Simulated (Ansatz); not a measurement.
**Hf (P6_3/mmc): band-structure transport figures**

Input:

```yaml
crystal:
  lattice:
    - [3.15744, 0.00000, 0.00000]
    - [-1.57872, 2.73442, 0.00000]
    - [0.00000, 0.00000, 5.00550]
  atoms:
    - { symbol: Hf, position: [0.33333, 0.66667, 0.25000] }
    - { symbol: Hf, position: [0.66667, 0.33333, 0.75000] }
```

Computed with PBEsol, rigid bands (plane waves, PAW, scalar-relativistic; Ansatz, a program for electronic structure). Geometry: cell and atoms relaxed with PBEsol.

```yaml
density of states at the Fermi level: 1.39 states/(eV·cell), both spins
bare Sommerfeld coefficient: 1.64 mJ/(mol of atoms·K²)
drude_plasma_energy: 4.2 (x), 4.2 (y), 4.4 (z) eV
root-mean-square Fermi velocity: 4.6e5 m/s
resistivity times τ: 28 (x), 28 (y), 25 (z) ×10⁻²² Ω·m·s
```

A metal at this level (no band gap); rigid bands, thermally averaged at 300 K, both spins. Spin-orbit coupling is left out, which matters with elements this heavy. τ is one relaxation time for all states.
